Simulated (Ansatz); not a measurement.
The parent structure is Ga2O3 in the corundum structure (space group R-3c, No. 167; a = 4.985 Å, c = 13.441 Å (hexagonal axes)).

Structures relaxed with Kohn–Sham DFT with the r2SCAN functional, run in Ansatz (a quantum-chemistry and plane-wave program) with PAW and 500 eV plane waves, no spin-orbit coupling, earlier PAW set.

Base:

Simulated powder pattern, Co Kα, λ = 1.79026 Å (kinematic, ideal powder, no thermal factors, no anomalous dispersion; the 8 strongest lines at most, above 2 %, up to 2θ = 90°):

| 2θ (°) | I/Imax (%) | hkl |
|---|---|---|
| 28.54 | 27 | (012) |
| 39.46 | 100 | (104) |
| 42.10 | 83 | (110) |
| 59.06 | 39 | (024) |
| 65.00 | 43 | (116) |
| 75.16 | 36 | (214) |
| 76.94 | 31 | (300) |
| 88.45 | 14 | (1 0 10) |

The change: every O is replaced by N, then cell and atoms are relaxed.

How do the reflections move or split?


Simulated powder pattern, Co Kα, λ = 1.79026 Å (kinematic, ideal powder, no thermal factors, no anomalous dispersion; the 8 strongest lines at most, above 2 %, up to 2θ = 90°):

| 2θ (°) | I/Imax (%) | hkl |
|---|---|---|
| 27.59 | 23 | (012) |
| 38.60 | 100 | (104) |
| 40.23 | 89 | (110) |
| 56.98 | 37 | (024) |
| 63.30 | 39 | (116) |
| 72.04 | 35 | (214) |
| 73.12 | 30 | (300) |
| 87.22 | 12 | (1 0 10) |

The indices refer to each structure's own conventional cell; one index is shown for lines that coincide.

The magnetic state is the one reached from the starting moments; the real material's order can differ, and small cells can't hold many antiferromagnetic ones. Stability against distortions was not tested. As relaxed here, Ga2N3 is a hypothetical phase, not in the database extracts checked.
